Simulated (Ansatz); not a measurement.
Base system: Sn₂Pt (space group Fm-3m, No. 225; a = 6.4554 Å; relaxed with 0.1 eV smearing). Axes: x, y, z lie along the cube axes.

One thing is altered: uniaxial stress, 0.5 GPa compression along x; all other stress components relax to zero.

Levels (all Ansatz, a first-principles code, PAW): PBEsol (420 eV, no spin-orbit coupling); PBEsol+SOC (420 eV, spin-orbit coupling included).

The geometry is relaxed with PBEsol.

```
Quantity           Value
---------------  -------
PBEsol pressure  0.2 GPa
```

Question: How does going to PBEsol+SOC change the pressure?

Answer: The pressure drops by 0.3 GPa to -0.1 GPa.

Single points use the geometry relaxed with PBEsol. Differences between runs with and without spin-orbit coupling are approximate. Load acts through the strain it causes; cell and atoms are relaxed under it. Beyond what the load breaks, stability against distortions was not tested. The runs without spin-orbit coupling are not spin-polarised.
